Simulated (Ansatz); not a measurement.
The starting structures come from a database of crystals and need not be the phases stable at ambient conditions.

Where the default PAW files enter, the runs use the earlier of Ansatz's two default sets.

Tunnelling through a barrier is set by its complex band structure: the current falls as exp(−2κd) with the smallest κ.

Input:

```
CELL_PARAMETERS angstrom
      5.38278     0.00000     0.00000
     -2.69139     4.66162     0.00000
      2.69139     1.55387     2.19751
ATOMIC_POSITIONS crystal
  W  0.00000 0.00000 0.00000
  O  0.00000 0.00000 0.50000
  O  0.50000 0.00000 0.50000
  O  0.50000 0.50000 0.50000
```

Space group of this cell: Pm-3m, ReO3 type. The cell is taken as given; by PBEsol its mean pressure is -1.3 GPa.

Transport runs along the normal of the first two printed cell vectors, the (111) plane of the conventional cell.

The gap is the functional's own, uncorrected, and κ follows it; spin-orbit coupling is left out. Mid-gap means the computed energy nearest the middle.

### Question
State the band gap and the smallest decay constant κ at mid-gap according to PBEsol in Ansatz (a quantum-chemistry and plane-wave program).

### Answer
Gap 0.59 eV on a 14×14×14 mesh; κ = 0.121 1/Å, at the zone centre.
